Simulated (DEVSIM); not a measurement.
Structure: abrupt Ge p-n junction, at 300 K.

```
layer (left to right)  material  thickness (μm)  Nd (cm⁻³)  Na (cm⁻³)  τn (s)  τp (s)
---------------------  --------  --------------  ---------  ---------  ------  ------
1                            Ge            90.0          -     7.4e15  1.8e-6  1.8e-6
2                            Ge            23.0     1.4e15          -  1.8e-6  1.8e-6
```

Left contact: ohmic. Right contact: ohmic. Voltage is applied to the left contact. Recombination: SRH at mid-gap, radiative, Auger. Mobility is μmin + (μ − μmin)/(1 + (N/Nref)^α).

The device is made up for the run: typed textbook-type constants, with dimensions and the other settings drawn at random. Values at 300 K; Nc and Nv go as T^1.5, mobilities as T to minus their exponent, the gap by Varshni's rule with the affinity fixed.

| parameter | Ge |
|---|---|
| gap (eV) | 0.664 |
| affinity (eV) | 4 |
| permittivity | 16 |
| Nc (cm⁻³) | 1.04e19 |
| Nv (cm⁻³) | 6e18 |
| μn (cm²/Vs) | 3900 |
| μp (cm²/Vs) | 1900 |
| μn,min | 150 |
| μp,min | 100 |
| Nref,n | 2.6e17 |
| Nref,p | 4e17 |
| αn | 0.56 |
| αp | 0.6 |
| T exponent of μn | 1.66 |
| T exponent of μp | 2.33 |
| B (cm³/s) | 6.4e-14 |
| Cn (cm⁶/s) | 1e-31 |
| Cp (cm⁶/s) | 1e-31 |
| Varshni α (eV/K) | 0.000477 |
| Varshni β (K) | 235 |

DEVSIM, 1D drift-diffusion, Boltzmann statistics, complete ionisation; no tunnelling, impact ionisation, image-force lowering or self-heating.

The temperature was swept, all else fixed.

| temperature (K) | dark forward voltage at 100 A/cm² (V) | potential step across the device at zero bias (V) | largest field in the device at zero bias (V/cm) |
|---|---|---|---|
| 250 | 0.543 | 0.358 | 9200 |
| 300 | 0.512 | 0.260 | 7700 |
| 350 | … | 0.160 | … |
| 400 | 0.442 | 0.074 | 4300 |
| 450 | 0.338 | 0.027 | 2600 |
| 500 | 0.174 | 0.010 | 1500 |

Problem. Some entries are withheld; supply them.

Solution. 
- 350, dark forward voltage at 100 A/cm² (V): 0.482
- 350, largest field in the device at zero bias (V/cm): 6100
